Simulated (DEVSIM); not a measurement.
Device: abrupt GaP n-p junction, at 400 K.

| layer (left to right) | material | thickness (μm) | Nd (cm⁻³) | Na (cm⁻³) | τn (s) | τp (s) |
|---|---|---|---|---|---|---|
| 1 | GaP | 1.20 | 1.5e18 | - | 9.2e-7 | 9.2e-7 |
| 2 | GaP | 24.0 | - | 4.6e17 | 9.2e-7 | 9.2e-7 |

Left contact: ohmic. Right contact: ohmic. Voltage is applied to the left contact. Recombination: SRH at mid-gap, Auger. Mobility is constant in doping. Where it depends on doping, it is μmin + (μ − μmin)/(1 + (N/Nref)^α).

The device is made up for the run: typed textbook-type constants, with dimensions and the other settings drawn at random. Values at 300 K; Nc and Nv go as T^1.5, mobilities as T to minus their exponent, the gap by Varshni's rule with the affinity fixed. The table also holds parameters that only a changed run uses.

```
parameter             GaP
----------------  -------
gap (eV)             2.26
affinity (eV)         3.8
permittivity         11.1
Nc (cm⁻³)          1.8e19
Nv (cm⁻³)          1.9e19
μn (cm²/Vs)           250
μp (cm²/Vs)           150
μn,min                 10
μp,min                 10
Nref,n             4.4e18
Nref,p               1e18
αn                    0.8
αp                   0.85
T exponent of μn      1.6
T exponent of μp     1.98
Cn (cm⁶/s)          1e-30
Cp (cm⁶/s)          1e-30
Varshni α (eV/K)  0.00058
Varshni β (K)         372
```

Simulated with DEVSIM: 1D drift-diffusion, Boltzmann statistics, complete ionisation; no tunnelling, impact ionisation, image-force lowering or self-heating.

Base results: dark forward voltage at 1 A/cm² (V) 1.703; largest field in the device at zero bias (V/cm) 470000; dark forward voltage at 100 A/cm² (V) 1.888; potential step across the device at zero bias (V) 1.974.

Task: What follows from this one change: temperature 400 → 300 K?

Result: dark forward voltage at 1 A/cm² 1.703 → 1.890 V; largest field in the device at zero bias little changed (480000 V/cm); dark forward voltage at 100 A/cm² 1.888 → 2.027 V; potential step across the device at zero bias 1.974 → 2.100 V.

Task: What follows from this one change: thickness of layer 1 1.2 → 0.72 μm?

Result: dark forward voltage at 1 A/cm² 1.703 → 1.690 V; largest field in the device at zero bias little changed (470000 V/cm); dark forward voltage at 100 A/cm² 1.888 → 1.879 V; potential step across the device at zero bias little changed (1.974 V).

Task: What follows from this one change: doping Nd of layer 1 1.5e+18 → 4.5e+18 cm^-3?

Result: dark forward voltage at 1 A/cm² 1.703 → 1.724 V; largest field in the device at zero bias 470000 → 510000 V/cm; dark forward voltage at 100 A/cm² 1.888 → 1.902 V; potential step across the device at zero bias 1.974 → 2.012 V.

Task: What follows from this one change: doping-dependent mobility in place of the constant one?

Result: dark forward voltage at 1 A/cm² 1.703 → 1.720 V; largest field in the device at zero bias little changed (470000 V/cm); dark forward voltage at 100 A/cm² 1.888 → 1.910 V; potential step across the device at zero bias little changed (1.974 V).
